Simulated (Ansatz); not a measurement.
## FeCo (space group Cmmm, No. 65; ferromagnetic; a cell from a computed database, its experimental status unchecked)

```
FeCo
1.0
    1.39136    -1.99101     0.00000
    1.39136     1.99101     0.00000
    0.00000     0.00000     3.94254
Fe Co
1 1
Direct
  0.50000   0.50000   0.50000
  0.00000   0.00000   0.00000
```

The values are results of PBEsol (Ansatz, a first-principles code; PAW; 420 eV plane waves; no spin-orbit coupling), not measurements. Settings: 20×20×12 k-points, 0.05 eV Fermi–Dirac smearing.

- Volume per atom: 10.92 Å³
- Density: 8.73 g/cm³
- Band gap: zero
- Magnetic state: ferromagnetic
- Total energy: -4770.906 eV/atom (σ→0; compares only within this code and set-up)

Other magnetic orders, which the real material may have, were not ruled out. Stability against distortions was not tested.
